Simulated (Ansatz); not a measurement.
Base system: MgO in the rock salt structure (space group Fm-3m, No. 225; a = 4.204 Å). Axes: x, y, z lie along the cube axes.

Calculations: Kohn–Sham DFT with the r2SCAN functional, run in Ansatz (an electronic-structure program) with PAW and 500 eV plane waves, scalar-relativistic without spin-orbit coupling.

Base values:

The band gap comes out as 5.68 eV, the electron mass is 0.36 mₑ (at Γ) and the gap character is direct at Γ.

Perturbation: uniaxial strain ε_xx = −5.34 %, all other strain components held at zero; the atoms relax in the strained cell.

Problem. What happens to the band gap, energy relative to the base, electron mass and gap character?

Solution. The band gap goes up by 0.51 eV to 6.19 eV; the energy goes up by 32 meV/atom; the electron mass changes from 0.36 mₑ (at Γ) to 0.42 mₑ along x, 0.36 mₑ across (at Γ); the gap character remains direct at Γ.

Effective masses come from finite differences of ±0.01 Å⁻¹. Whether these cells are dynamically stable was not tested. k-point labels follow each cell's own Brillouin zone.
